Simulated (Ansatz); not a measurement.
HfS2: stress against strain

HfS2 (1T layered, P-3m1, 20.260 Å³/atom at rest, c along z) under an equal strain ε in the (0001) plane with the normal axis free, as in a coherent film. PBEsol-D3(BJ) in Ansatz, a plane-wave DFT program (PAW, default set), 420 eV, 11×11×6 Γ-centred mesh, Fermi-Dirac smearing 0.05 eV; ions are relaxed within the symmetry of each cell. Stress is positive for a compressed cell.

Here s stands for strain and y for stress xx.

```csv
strain (%),stress xx (GPa)
-1.50,2.82
-1.00,1.85
-0.50,0.91
0.00,0.01
0.50,-0.87
1.00,-1.71
1.50,-2.51
3.00,?
```

Fit y of the 7 rows that show it with a straight line. Means: s 0, y 0.071. About the means, the sum of products is -12.445 and the sum of squares of s is 7.0000; the slope is their ratio. Least squares gives y = 0.071 - 1.7779·s. Residuals (row less fit): 0.082, 0.001, -0.050, -0.061, -0.052, -0.003, 0.086; standard error 0.068 (degrees of freedom: 5). The slope gives the biaxial elastic modulus of this plane = 178 ± 3 GPa.

**Question.** Estimate the missing y (s = 3.00); what did the run itself give?

**Answer.** y = 0.071 - 1.7779 × 3.0 = -5.263 GPa. The calculation gives -4.75 GPa, 0.513 GPa above the prediction (6.8 % of the range of y in the table). The row lies outside the fitted rows, so this is an extrapolation. From the scatter of the fitted rows alone, a prediction at this place has a standard error of 0.106 GPa, so the miss is 4.8 times that.

One order more, fitted to all 13 runs of the series, follows each within 0.01, so the miss is the next term of a smooth law. Rows are the converged runs of the series near zero and its far end; series whose fitted rows scatter by over a few per cent of the range, as at a crossing or softening among them, aren't shown in this form. Most that stay on the fit to the last digits aren't either.
